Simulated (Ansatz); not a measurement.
Take Tb in the hcp (Mg type) structure (space group P6_3/mmc, No. 194; a = 3.471 Å, c = 5.571 Å; ferromagnetic) as the base.

Structures relaxed with PBEsol (Ansatz, an electronic-structure program; PAW; 420 eV plane waves; no spin-orbit coupling), earlier PAW set.

Base:

Simulated powder pattern, Cu Kα1, λ = 1.54056 Å (kinematic, ideal powder, no thermal factors, no anomalous dispersion; the 8 strongest lines at most, above 2 %, up to 2θ = 90°):

```
2θ (°)  I/Imax (%)    hkl
------  ----------  -----
29.70           23  (100)
32.11           26  (002)
33.86          100  (101)
44.30           16  (102)
52.70           19  (110)
58.36           21  (103)
63.06           22  (112)
64.13           16  (201)
```

Modification: La takes the place of Tb on all its sites; the structure is relaxed again.

### Question
How do the reflections move or split?

### Answer

Simulated powder pattern, Cu Kα1, λ = 1.54056 Å (kinematic, ideal powder, no thermal factors, no anomalous dispersion; the 8 strongest lines at most, above 2 %, up to 2θ = 90°):

| 2θ (°) | I/Imax (%) | hkl |
|---|---|---|
| 28.28 | 23 | (100) |
| 29.75 | 27 | (002) |
| 32.03 | 100 | (101) |
| 41.50 | 16 | (102) |
| 50.06 | 19 | (110) |
| 54.25 | 22 | (103) |
| 59.32 | 22 | (112) |
| 60.68 | 16 | (201) |

The indices refer to each structure's own conventional cell; one index is shown for lines that coincide.

The magnetic state is the one reached from the starting moments; the real material's order can differ, and small cells can't hold many antiferromagnetic ones. The 4f electrons are in the valence with no U and their state was not checked, so volumes and moments can be off. Whether these cells are dynamically stable was not tested.
